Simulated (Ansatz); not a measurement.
Convergence study of the k-point mesh for Ag (Im-3m, 1 atom in the cell)

```xyz
1
Lattice="-1.6639 1.6639 1.6639 1.6639 -1.6639 1.6639 1.6639 1.6639 -1.6639" Properties=species:S:1:pos:R:3 pbc="T T T"
Ag     0.0000     0.0000     0.0000
```

Level of theory: LDA (PW92), default PAW files made with PBE (plane waves; Ansatz, an electronic-structure program).

Base settings: basis.ecutwfc = 30.9 Ry; kpoints.mp_grid.grid = 14 14 14; hamiltonian.xc = lda; hamiltonian.pseudopotentials = {kind: paw} (the program's default PAW files); scf.occupations.method = fermi_dirac; scf.occupations.width = 0.0073 Ry.

The second cell is the first with its lattice scaled by 0.98.

Only quantities that move along the ladder and can be compared are tabulated.

The count of work is k-points × plane waves × bands × iterations; it is no time. 

The starting cell comes from a database of computed structures (which also holds hypothetical and non-ambient phases and stackings), without a prior relaxation at this level. Its lattice was rescaled by up to half a per cent. In the base run, with a pressure of about -12 GPa the cell is away from its equilibrium volume at this level. Ansatz's pressure includes its estimate of the finite-basis (Pulay) stress.

```tsv
kpoints.mp_grid.grid	free energy less the last step's (meV/atom)	energy of the compressed cell less the first (meV/atom)	pressure (GPa)	count of work / last
2 2 2	1992.71	74.69	6.73	0.0013
3 3 3	-352.21	-94.58	-15.80	0.0017
4 4 4	245.51	-70.55	-11.80	0.0035
5 5 5	-27.42	-73.07	-12.81	0.0043
6 6 6	74.75	-68.50	-12.00	0.0070
7 7 7	-14.37	-70.16	-12.42	0.0087
8 8 8	39.24	-68.98	-12.13	0.013
9 9 9	-11.87	-70.23	-12.42	0.015
10 10 10	22.23	-68.75	-12.11	0.020
11 11 11	-8.43	-70.64	-12.46	0.024
12 12 12	11.52	-69.05	-12.17	0.031
13 13 13	-4.36	-70.82	-12.48	0.037
14 14 14	6.27	-69.49	-12.25	0.045
15 15 15	-2.95	-70.76	-12.46	0.052
16 16 16	4.26	-69.81	-12.30	0.063
18 18 18	3.05	-69.95	-12.32	0.085
20 20 20	1.91	-70.07	-12.34	0.11
22 22 22	1.17	-70.20	-12.36	0.14
24 24 24	0.83	-70.29	-12.38	0.18
27 27 27	-0.45	-70.78	-12.46	0.24
30 30 30	0.24	-70.43	-12.40	0.33
33 33 33	-0.13	-70.69	-12.44	0.42
37 37 37	-0.05	-70.66	-12.44	0.58
41 41 41	-0.02	-70.64	-12.43	0.77
45 45 45	0.00	-70.62	-12.43	1.0
```

Coarsest kpoints.mp_grid.grid that holds the pressure within 0.5 GPa of the last step, with all finer ones: 5 5 5, at 0.0043 of the last step's count of work; the step before is off by 0.63 GPa.

Coarsest kpoints.mp_grid.grid that holds the energy of the compressed cell less the first within 1 meV/atom of the last step, with all finer ones: 15 15 15, at 0.052 of the last step's count of work; the step before is off by 1.1 meV/atom.

Coarsest kpoints.mp_grid.grid that holds the free energy within 5 meV/atom of the last step, with all finer ones: 15 15 15, at 0.052 of the last step's count of work; the step before is off by 6.3 meV/atom.

The energy difference between the two cells stays within 1 meV/atom of the last step's from 15 15 15 on, the total only from 24 24 24 on: much of the error is common to both cells and cancels.

Keys are those of Ansatz 0.2.
